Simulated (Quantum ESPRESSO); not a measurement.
Density of states of Ta2CN (I4_1/amd, 8 atoms in the cell).

```yaml
crystal:
  lattice:
    - [-2.24830, 2.24830, 4.53744]
    - [2.24830, -2.24830, 4.53744]
    - [2.24830, 2.24830, -4.53744]
  atoms:
    - { symbol: Ta, position: [0.75957, 0.75957, 0.00000] }
    - { symbol: Ta, position: [0.50957, 0.00957, 0.50000] }
    - { symbol: Ta, position: [0.99043, 0.49043, 0.50000] }
    - { symbol: Ta, position: [0.24043, 0.24043, 0.00000] }
    - { symbol: C, position: [0.00000, 0.00000, 0.00000] }
    - { symbol: C, position: [0.75000, 0.25000, 0.50000] }
    - { symbol: N, position: [0.50000, 0.50000, 0.00000] }
    - { symbol: N, position: [0.25000, 0.75000, 0.50000] }
```

Method of the run: LDA (PZ), GBRV 1.5 ultrasoft (LDA) pseudopotentials (plane waves; Quantum ESPRESSO).

SCF settings: ecutwfc = 40 Ry; ecutrho = 320 Ry; occupations = smearing; smearing = marzari-vanderbilt; degauss = 0.0036749 Ry; potentials = {Ta: ta_lda_v1.uspp.F.UPF, C: c_lda_v1.2.uspp.F.UPF, N: n_lda_v1.2.uspp.F.UPF}; K_POINTS = automatic 6 6 6 0 0 0; conv_thr = 1e-10 Ry; mixing_beta = 0.5. Keys of the DOS step: nscf.calculation = nscf; nscf.verbosity = high; nscf.occupations = tetrahedra; nscf.nbnd = 45; nscf.startingwfc = random; nscf.diago_thr_init = 1e-06; nscf.diagonalization = cg; nscf.K_POINTS = automatic 12 12 12 0 0 0; dos.x.fildos = dos.dat; dos.x.Emin = -15 eV; dos.x.Emax = 30 eV; dos.x.DeltaE = 0.1 eV.

The starting cell comes from a database of computed structures (which also holds hypothetical and non-ambient phases and stackings), without a prior relaxation at this level. Its lattice was rescaled by a random factor within 2.5 % of one. Spin-orbit coupling is off. Spin polarisation is off.

Total DOS (both spins), as means of the tabulated values in each energy bin; the zero is the program's Fermi level or highest filled level, and the curve is cut to this window:

| E (eV) | states/eV/cell |
|---|---|
| -7.80 | 3.49 |
| -7.40 | 3.61 |
| -7.00 | 3.75 |
| -6.60 | 2.71 |
| -6.20 | 7.41 |
| -5.80 | 8.32 |
| -5.40 | 8.12 |
| -5.00 | 8.17 |
| -4.60 | 4.83 |
| -4.20 | 3.28 |
| -3.80 | 2.20 |
| -3.40 | 1.07 |
| -3.00 | 1.00 |
| -2.60 | 1.29 |
| -2.20 | 1.76 |
| -1.80 | 1.94 |
| -1.40 | 1.93 |
| -1.00 | 2.06 |
| -0.60 | 2.43 |
| -0.20 | 3.05 |
| 0.20 | 4.23 |
| 0.60 | 3.77 |
| 1.00 | 4.16 |
| 1.40 | 4.66 |
| 1.80 | 6.64 |
| 2.20 | 8.26 |

Around zero the curve holds about 3.7 states/eV/cell.
